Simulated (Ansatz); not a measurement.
Consider KBr in the rock salt structure (space group Fm-3m, No. 225; a = 6.549 Å). Axes: x, y, z lie along the cube axes.

Computed with Kohn–Sham DFT with the PBEsol functional, run in Ansatz (a program for electronic structure) with PAW and 420 eV plane waves, spin-orbit coupling left out.

For the base:

```
Item                   Result
-------------  --------------
Band gap              4.34 eV
Electron mass  0.37 mₑ (at Γ)
```

Modification: biaxial strain +0.50 %, plane normal [001], relaxed out of plane (Cartesian); in-plane vectors clamped, the third vector and the atoms free.

Problem. How does this affect the band gap?

Solution. The band gap shrinks by 0.024 eV to 4.31 eV.

Problem. What does the calculation give for the electron mass after the change?

Solution. The electron mass is still 0.37 mₑ (at Γ).

Masses are band curvatures over ±0.01 Å⁻¹ around the edge. Stability against distortions was not tested.
